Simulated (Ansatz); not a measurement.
Consider Pd in the fcc (Cu type) structure (space group Fm-3m, No. 225; relaxed with 0.1 eV smearing).

```cif
data_Pd4
_chemical_formula_sum 'Pd4'
_space_group_name_H-M_alt 'Fm-3m'
_space_group_IT_number 225
_space_group_name_Hall '-F 4 2 3'
_cell_length_a 3.94549
_cell_length_b 3.94549
_cell_length_c 3.94549
_cell_angle_alpha 90.000
_cell_angle_beta 90.000
_cell_angle_gamma 90.000
loop_
_atom_site_label
_atom_site_type_symbol
_atom_site_symmetry_multiplicity
_atom_site_Wyckoff_symbol
_atom_site_fract_x
_atom_site_fract_y
_atom_site_fract_z
_atom_site_occupancy
Pd1 Pd 4 a 0.00000 0.00000 0.00000 1
```
(The calculation used a cell of 1 atom; values per cell refer to that cell.)

Calculations: PBE/PAW in Ansatz (a first-principles code), no SOC.

Strains are applied to the cell and any free atomic positions relax.

One change was made to it. Results:

| quantity | base | after |
|---|---|---|
| pressure | 0.0 GPa | -8.4 GPa |
| energy relative to the base (free energy F) | 0 meV/atom | +26 meV/atom |
| band gap | zero | zero |

### Question
Which change produced these results?
A) isotropic strain +2.00 %
B) isotropic strain +3.00 %
C) isotropic strain +0.50 %
D) isotropic strain +1.00 %

### Answer
A, isotropic strain +2.00 %. For comparison, the energy relative to the base in the other runs: isotropic strain +1.00 % gives +6.9 meV/atom; isotropic strain +3.00 % gives +56 meV/atom; isotropic strain +0.50 % gives +1.8 meV/atom.

Stability against distortions was not tested. All final runs are without spin polarisation. Pd lies near a magnetic instability that expansion can trigger; it was not tested.
